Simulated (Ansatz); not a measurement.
## Response to strain in CdSe

Consider CdSe in the zinc blende structure (space group F-43m, No. 216).

```
CELL_PARAMETERS angstrom
      0.00000     3.00374     3.00374
      3.00374     0.00000     3.00374
      3.00374     3.00374     0.00000
ATOMIC_POSITIONS crystal
  Cd 0.00000 0.00000 0.00000
  Se 0.25000 0.25000 0.25000
```

Cartesian axes are those of the cell as printed.

Strains are applied to the cell and any free atomic positions relax; under biaxial strain the out-of-plane vector relaxes too.

All numbers come from LDA in Ansatz (plane waves to 420 eV, PAW, no spin-orbit coupling).

Notes on the quantities. pressure: mean of the normal stresses, compression positive.

```tsv
case	pressure	out-of-plane strain
base	0.00 GPa	–
biaxial strain −3.00 %, plane normal [001], relaxed out of plane	1.00 GPa	+4.29 %
biaxial strain −2.50 %, plane normal [001], relaxed out of plane	0.82 GPa	+3.59 %
biaxial strain −1.50 %, plane normal [001], relaxed out of plane	0.48 GPa	+2.18 %
biaxial strain −1.00 %, plane normal [001], relaxed out of plane	0.32 GPa	+1.46 %
biaxial strain −0.50 %, plane normal [001], relaxed out of plane	0.16 GPa	+0.74 %
biaxial strain +1.00 %, plane normal [001], relaxed out of plane	-0.30 GPa	-1.48 %
biaxial strain +1.50 %, plane normal [001], relaxed out of plane	-0.44 GPa	-2.24 %
biaxial strain +2.50 %, plane normal [001], relaxed out of plane	[?]	[?]
biaxial strain +3.00 %, plane normal [001], relaxed out of plane	-0.85 GPa	-4.55 %
```

Fill in the withheld entries from the trend.


- biaxial strain +2.50 %, plane normal [001], relaxed out of plane, pressure: -0.71 GPa
- biaxial strain +2.50 %, plane normal [001], relaxed out of plane, out-of-plane strain: -3.78 %

No phonon test of stability was made.

Ansatz is an electronic-structure program.
